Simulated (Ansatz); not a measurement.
The starting structures come from a database of crystals and need not be the phases stable at ambient conditions.

 Where the default PAW files enter, the runs use the earlier of Ansatz's two default sets.

## Evanescent states of AgI (P4/nmm, not sure to be the ambient phase, 4 atoms a cell, 30.1 Å³ an atom) along the normal of (110)

Computed with PBEsol (plane waves, PAW; Ansatz, a first-principles code).

The gap is the functional's own. No spin-orbit coupling. Mid-gap values are interpolated on the energy grid.

Energies count from the valence-band top; κ is the least over a 6×6 mesh across the current.

| E (eV) | κ (1/Å) | where |
|---|---|---|
| 0.04 | 0.041 | Γ |
| 0.10 | 0.068 | Γ |
| 0.17 | 0.084 | Γ |
| 0.24 | 0.095 | Γ |
| 0.32 | … | Γ |
| 0.39 | … | Γ |
| 0.46 | … | Γ |
| 0.53 | … | Γ |
| 0.59 | … | Γ |
| 0.67 | … | Γ |
| 0.73 | … | Γ |
| 0.81 | … | Γ |
| 0.88 | 0.091 | Γ |
| 0.94 | 0.080 | Γ |
| 1.01 | 0.064 | Γ |
| 1.08 | 0.038 | Γ |

**Question.** Some entries are withheld; supply them.

**Answer.** 
- 0.32, κ (1/Å): 0.103
- 0.39, κ (1/Å): 0.108
- 0.46, κ (1/Å): 0.111
- 0.53, κ (1/Å): 0.112
- 0.59, κ (1/Å): 0.112
- 0.67, κ (1/Å): 0.110
- 0.73, κ (1/Å): 0.106
- 0.81, κ (1/Å): 0.100
